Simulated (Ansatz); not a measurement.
The starting structures come from a database of crystals and need not be the phases stable at ambient conditions.

 Where the default PAW files enter, the runs use the earlier of Ansatz's two default sets.

The decay constant κ of evanescent states in the gap governs leakage through a thin film.

Given:

```
CELL_PARAMETERS angstrom
      7.02112     0.00000     0.00000
      0.00000     9.34360     0.00000
      0.00000     2.09505     4.04387
ATOMIC_POSITIONS crystal
  Ag 0.96027 0.26879 0.97547
  Ag 0.03973 0.73121 0.02453
  Ag 0.46027 0.23121 0.02453
  Ag 0.53973 0.76879 0.97547
  Ag 0.67627 0.42874 0.30292
  Ag 0.32373 0.57126 0.69708
  Ag 0.17627 0.07126 0.69708
  Ag 0.82373 0.92874 0.30292
  S  0.71592 0.15493 0.76863
  S  0.28408 0.84507 0.23137
  S  0.21592 0.34507 0.23137
  S  0.78408 0.65493 0.76863
```

Space group of this cell: P2_1/c. The cell is taken as given; by PBEsol its mean pressure is -4.8 GPa.

Transport runs along the normal of the first two printed cell vectors.

The gap is the functional's own, uncorrected, and κ follows it; spin-orbit coupling is left out. Mid-gap values are interpolated between the computed energies.

Task: State the band gap and the smallest decay constant κ at mid-gap according to PBEsol (Ansatz, a quantum-chemistry and plane-wave program).

Result: Gap 1.05 eV on a 4×4×8 mesh; κ = 0.149 1/Å, at the zone centre.
